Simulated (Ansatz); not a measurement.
SnSb (Fm-3m, No. 225, 2 atoms in the cell; start mp-10635)

Method: LDA in Ansatz (plane waves, PAW).

Numerical settings: plane-wave cutoff 520 eV, 16×16×16 k mesh, Fermi–Dirac smearing 0.05 eV, scalar-relativistic PAW data made under PBE.

Cell (relaxed at this level):

```
SnSb
1.0
    0.00000     3.01936     3.01936
    3.01936     0.00000     3.01936
    3.01936     3.01936     0.00000
Sn Sb
1 1
Cartesian
  3.01936   3.01936   3.01936
  0.00000   0.00000   0.00000
```

```json
{
  "band_gap": "zero (no gap)",
  "bulk_modulus": "62.6 GPa"
}
```

Note: the relaxation could not lower the start's symmetry, so the cell can be a saddle point above a distorted one; the bulk modulus is −V dP/dV from two relaxed cells at ±2 % in volume.

Spin–orbit coupling is not included; it can open a gap where bands touch, and shift volumes and moduli.

The computed numbers hold no vibrational or temperature effects.

Computing time: roughly 40 core-seconds.

A start named mp-… is a Materials Project structure, which need not be a measured phase.

Ansatz is a program for electronic structure.
